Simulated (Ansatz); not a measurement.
## A computed series for Pd: element substitutions

The parent structure is Pd in the fcc (Cu type) structure (space group Fm-3m, No. 225; a = 3.8755 Å).

Each row replaces one element on all its sites; cell and atoms are relaxed.

The values are results of Ansatz (an electronic-structure program), PBEsol, PAW, cutoff 420 eV, scalar-relativistic without spin-orbit coupling, earlier PAW set, not measurements.

Base values:

```
Item               Result
---------------  --------
Volume per atom  14.55 Å³
```

Question: The aim is a volume per atom between 20.44 Å³ and 21.82 Å³. Which of these changes reaches it?
A) Pd → Cd
B) Pd → Rh
C) Pd → Pb

Answer: A, Pd → Cd. It gives 20.94 Å³; Pd → Rh gives 13.50 Å³; Pd → Pb gives 29.98 Å³. Changes not listed may reach it too

Stability against distortions was not tested. For Cd in this form, whether it has been made was not checked. The final runs are not spin-polarised. This is not the structure that Cd has at room temperature and ambient pressure.
